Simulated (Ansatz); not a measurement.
Levels about the gap of amorphous Si24O48H2 (74 atoms in a cell of 1108 Å³, 2.16 g/cm³; zone centre alone, so wide bands show as single levels with stretches between that a denser mesh fills), at the geometry that PBE relaxed, where it gives 0.1 GPa on a denser mesh. The participation number counts the atoms over which a state spreads; weights are charges in smoothed Voronoi cells. The levels come from a single point, so bond lengths are those of that geometry. Method of the levels: PBE, scalar-relativistic without spin-orbit coupling (Ansatz, an electronic-structure program). Sampling: the zone centre alone; Fermi-Dirac width 0.02 eV; no spin polarisation. The usual formal charges leave 2 electrons over, so the level spacing at the Fermi energy parts defect or band states and needn't be the band gap. At PBE the levels at the filled edge of the gap are localised (band-tail or defect states), and the nearest spread-out levels lie 5.2 eV apart at the zone centre.

A CHGNet melt-quench gave the starting glass, which DFT then relaxed. O atoms were pushed apart under 1.9 Å during the dynamics, to hinder bonds among them. The hot cell started wider than the set density and was brought back towards it in steps. It is the lowest in DFT energy of 2 quenches. It is a model cell: composition and starting density were chosen by hand, and all elements were melted together. No dispersion term was used. A short ab initio anneal came between quench and relaxation. Its density started from a set value of 2.16 and ended at 2.16 g/cm³. The quench (nominally 390 K/ps over its main leg) was far faster than any real one, so the model tends to hold more defects than a real film. Values belong to this one cell and scatter from quench to quench. The volume was held where the preparation left it, at a PBE pressure of 0.1 GPa. Stress components on the final sampling reach 1.8 GPa. Cycles of charging lowered its energy after that relaxation.

| E - E(highest filled), eV | filling | participation number | largest on | weight O | weight Si | weight H |
|---|---|---|---|---|---|---|
| -1.84 | filled | 11.9 | O, 2 neighbours | 0.94 | 0.05 | 0.01 |
| -1.71 | filled | 9.2 | O, 2 neighbours | 0.94 | 0.05 | 0.01 |
| -1.66 | filled | 6.2 | O, 2 neighbours | 0.92 | 0.04 | 0.04 |
| -1.56 | filled | 10.6 | O, 2 neighbours | 0.94 | 0.05 | 0.01 |
| -1.45 | filled | 7.6 | O, 2 neighbours | 0.94 | 0.05 | 0.01 |
| -1.20 | filled | 5.7 | O, 2 neighbours | 0.94 | 0.05 | 0.00 |
| 0.00 | filled | 6.3 | Si, 4 neighbours | 0.50 | 0.50 | 0.00 |
| 3.33 | empty | 33.3 | Si, 4 neighbours | 0.66 | 0.33 | 0.01 |
| 4.36 | empty | 18.8 | Si, 4 neighbours | 0.59 | 0.41 | 0.00 |
| 5.04 | empty | 45.2 | O, 2 neighbours | 0.65 | 0.34 | 0.01 |
| 5.09 | empty | 19.2 | Si, 4 neighbours | 0.58 | 0.42 | 0.00 |
| 5.24 | empty | 31.4 | O, 2 neighbours | 0.65 | 0.35 | 0.01 |
| 5.33 | empty | 32.2 | Si, 5 neighbours | 0.55 | 0.44 | 0.01 |
| 5.50 | empty | 45.3 | Si, 5 neighbours | 0.63 | 0.34 | 0.03 |

Most localised among these is the filled level at -1.20 eV, on a O atom, which has 2 neighbours (Si 1.61 Å, Si 1.73 Å).
